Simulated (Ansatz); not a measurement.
Ansatz (a first-principles code), DFT, PBE, plane waves, its default PAW files: fcc Al (Al32), 32 atoms. Basis and mesh were picked for this test and aren't claimed converged.

```yaml
cell: 8.10, 8.10, 8.10 Å; 90, 90, 90°
task: single point
k mesh: 8×8×8
hamiltonian.xc: pbe
kind_of_files: paw
scf.occupations.method: fermi_dirac
scf.occupations.width: 0.1 eV
output.forces: true
memory maximum (--max-ram): 200GiB
accuracy: medium (default)
basis.precision: auto (default)
basis.xc_grid: 2 (default)
scf.eigensolver.kind: auto (default)
scf.mixing.algorithm: auto (default)
scf.mixing.preconditioner: auto (default)
scf.convergence.dr2_threshold: 5.31441e-07 (default)
scf.lower_state_search: light (default)
k-points after symmetry (base settings): 35
bands at the start (base settings): 80
electrons (base settings): 96
plane waves at Γ (base settings): 10395
cutoff (eV) (base settings): 420
FFT grid (base settings): 60×60×60
symmetry operations (base settings): 1536
```

Hardware: AMD EPYC (Zen 5), 96 cores on 1 socket, no SMT, 12 L3 cache groups.

Each time is the median wall time of two to five repeats, run one at a time on the otherwise empty machine; start-up is included. Processes are pinned to neighbouring cores unless said otherwise. The build: release build for x86-64 with AVX-512, one process with threads; another build can shift the numbers. Scratch files lie in a memory file system.

All on 32 threads. Base settings, kept where nothing else is said: basis.fft_grid_basis = auto (default), crystal.symmetry.detect = auto (default) (kpoints.mp_grid.shift not set). The candidates, on 32 cores each, agree within 1.0 meV/atom in energy:
A. kpoints.mp_grid.shift = [0.5, 0.5, 0.5]
B. basis.fft_grid_basis = typed
C. the base settings
D. crystal.symmetry.detect = false

**Question.** Which would you take for the shortest time to solution?

**Answer.** A (kpoints.mp_grid.shift = [0.5, 0.5, 0.5]), 1.6 s. At the other end D takes 8.1× as long.

```json
[
 {"candidate": "A", "wall time": "1.6 s", "repeats": "3 runs within 2 %", "SCF iterations": "6"},
 {"candidate": "C", "wall time": "2.6 s", "repeats": "3 runs within 1 %", "SCF iterations": "6"},
 {"candidate": "B", "wall time": "2.6 s", "repeats": "3 runs within 1 %", "SCF iterations": "6"},
 {"candidate": "D", "wall time": "13 s", "repeats": "3 runs within 1 %", "SCF iterations": "6"}
]
```

From the slowest to the fastest: The largest move is in band solves (diag): 9.8 s to 0.76 s. The band solves carry the change: the iterations make 285991 against 22029 applications of H to a band, at 0.034 against 0.035 ms of diag time each (k-points 260 to 20). What the program resolved moves too: eigensolver slots from 32 to 20. In the fastest run the program took: scf.mixing.algorithm MSR1, scf.mixing.preconditioner Kerker, scf.eigensolver.kind band_cg, --slots 20, --kpoint-pools 1.

Keys are those of Ansatz 0.2.
